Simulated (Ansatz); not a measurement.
Start from WC (space group P-6m2, No. 187; a = 2.9127 Å, c = 2.8354 Å; relaxed with 0.1 eV smearing). Axes: x lies along a and z along c of the hexagonal cell.

The values are results of Ansatz (a program for electronic structure), r2SCAN, PAW, cutoff 500 eV, no spin-orbit coupling, not measurements.

Perturbation: uniaxial strain ε_zz = −3.00 %, all other strain components held at zero; the atoms relax in the strained cell.

Problem. Predict the stress tensor and what it implies for the stiffness.

Solution. Stress of the strained cell less that of the base (GPa, compression positive):
```
    5.9     0.0     0.0
    0.0     5.9     0.0
    0.0     0.0    32.9
```

Then −Δσ_ii/ε with ε = -0.0300 gives secant stiffness values (nonlinear terms included at this strain): C33 ≈ 1100 GPa, C13 ≈ 195 GPa and C23 ≈ 195 GPa.

As a check, the harmonic strain energy −½ V₀ Δσ:ε is 32 meV/atom; the computed energy rise is 31 meV/atom.

Whether these cells are dynamically stable was not tested. All final runs are without spin polarisation.
